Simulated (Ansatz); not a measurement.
Levels about the gap of amorphous Zr₂₀O₃₉F₂ (61 atoms in a cell of 786 Å³, 5.25 g/cm³; zone centre alone, so wide bands show as single levels with stretches between that a denser mesh fills), at the geometry that PBE relaxed, where it gives 0.5 GPa on a denser mesh. Exact exchange is cut at the faces of this small cell, which leaves a finite-size error. The participation number counts the atoms over which a state spreads; weights are charges in smoothed Voronoi cells. The levels come from a single point, so bond lengths are those of that geometry. Method of the levels: HSE06, scalar-relativistic without spin-orbit coupling (Ansatz, a first-principles code). Sampling: the zone centre alone; Fermi-Dirac width 0.02 eV; no spin polarisation. At PBE the levels at the filled edge of the gap are localised (band-tail or defect states).

It comes from a melt-quench run on a machine-learned potential (CHGNet), relaxed afterwards by DFT. O and F atoms were pushed apart under 1.9 Å during the dynamics, to hinder bonds among them. The hot cell started wider than the set density and was brought back towards it in steps. It is the lowest in DFT energy of 2 quenches. It is a model cell: composition and starting density were chosen by hand, and all elements were melted together. No dispersion term was used. Its density started from a set value of 5.25 and ended at 5.25 g/cm³. The simulated quench (nominally 450 K/ps over its main leg) is rapid and tends to freeze in more defects than a deposited or slowly cooled glass has. Values belong to this one cell and scatter from quench to quench. The volume was held where the preparation left it, at a PBE pressure of 0.5 GPa. Stress components on the final sampling reach 1.7 GPa. Cycles of charging lowered its energy after that relaxation.

| E - E(highest filled), eV | filling | participation number | largest on | weight O | weight Zr | weight F |
|---|---|---|---|---|---|---|
| -0.37 | filled | 18.6 | O, 3 neighbours | 0.94 | 0.06 | 0.00 |
| -0.32 | filled | 17.9 | O, 3 neighbours | 0.94 | 0.06 | 0.00 |
| -0.27 | filled | 15.7 | O, 2 neighbours | 0.95 | 0.05 | 0.00 |
| -0.23 | filled | 18.3 | O, 2 neighbours | 0.94 | 0.06 | 0.01 |
| -0.21 | filled | 20.9 | O, 4 neighbours | 0.95 | 0.05 | 0.00 |
| -0.12 | filled | 11.6 | O, 2 neighbours | 0.94 | 0.05 | 0.01 |
| 0.00 | filled | 8.0 | O, 3 neighbours | 0.95 | 0.05 | 0.01 |
| 5.24 | empty | 14.1 | Zr, 7 neighbours | 0.36 | 0.63 | 0.01 |
| 5.32 | empty | 16.9 | Zr, 5 neighbours | 0.31 | 0.67 | 0.02 |
| 5.54 | empty | 18.5 | Zr, 7 neighbours | 0.32 | 0.67 | 0.01 |
| 5.55 | empty | 29.6 | Zr, 8 neighbours | 0.34 | 0.65 | 0.01 |
| 5.71 | empty | 21.4 | Zr, 7 neighbours | 0.31 | 0.68 | 0.01 |
| 5.74 | empty | 24.1 | Zr, 6 neighbours | 0.33 | 0.66 | 0.01 |
| 5.78 | empty | 21.6 | Zr, 7 neighbours | 0.31 | 0.68 | 0.02 |

Most localised among these is the filled level at +0.00 eV, on a O atom, which has 3 neighbours (Zr 2.07 Å, Zr 2.08 Å, Zr 2.28 Å).
